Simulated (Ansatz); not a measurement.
Start from SnPt in the NiAs type structure (space group P6_3/mmc, No. 194; a = 4.1250 Å, c = 5.4402 Å; relaxed with 0.1 eV smearing). Axes: x lies along a and z along c of the hexagonal cell.

One thing is altered: tensile biaxial strain of 0.16 % in the plane normal to [001], as in epitaxy on a mismatched substrate; the out-of-plane cell vector and the atoms relax.

Levels (all Ansatz, a first-principles code, PAW): PBEsol (420 eV, no SOC); PBEsol+SOC (420 eV, noncollinear with spin-orbit coupling).

The geometry is relaxed with PBEsol.

* **PBEsol pressure**: -0.3 GPa

What does PBEsol+SOC give at this geometry for the pressure?

The pressure falls by 0.4 GPa to -0.7 GPa.

Single points use the geometry relaxed with PBEsol. The spin-orbit shifts are approximate. No phonon test of stability was made. The runs without spin-orbit coupling are not spin-polarised.
